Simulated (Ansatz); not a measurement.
Relaxation of the outer planes of the (210) surface of rock-salt PbS in its 1x1 cell (cut with top plane Pb + S, bottom plane Pb + S), outermost plane spacing 1.34 Å in the ideal cut.

Level of theory: PBE (plane waves to 420 eV, PAW; Ansatz, a program for electronic structure).

Slab: 18 atoms, Pb9S9, 10.7 Å thick at the start; k 5x4x1, smearing 0.025 eV, dipole-corrected; all atoms relaxed; held to the part of the start's symmetry that mesh and held atoms allow; no spin, no spin-orbit, no U.

| plane | atoms | bulk spacing to the next (Å) | relaxed spacing (Å) | change (%) | rumpling (Å) |
|---|---|---|---|---|---|
| 1 | S + Pb | 1.344 | (withheld) | (withheld) | (withheld) |
| 2 | S + Pb | 1.344 | 1.291 | -3.9 | 0.09 (Pb outermost) |

Question: What belongs in the gaps?

Answer: 
- 1, relaxed spacing (Å): 1.162
- 1, change (%): -13.5
- 1, rumpling (Å): 0.11 (S outermost)
